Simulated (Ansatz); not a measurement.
# ZnS (model structure, started from the NiAs type, P6₃/mmc, No. 194, 4 atoms in the cell): properties by level of theory

| level (code) | lattice parameter a (Å) | lattice parameter c (Å) |
|---|---|---|
| PBE (Ansatz) | 3.624 | 5.914 |
| PBEsol (Ansatz) | 3.565 | 5.817 |
| PBE-D3(BJ) (Ansatz) | 3.572 | 5.841 |

Ansatz's density-functional and Hartree–Fock values are scalar-relativistic unless marked +SOC, with PAW data made under PBE.

Computed values are for the static lattice.

A model structure was made by putting elements into a prototype or built by hand; it is no filed structure, need not be a known phase, and can be a saddle point held by its symmetry.

Ansatz is an electronic-structure program.
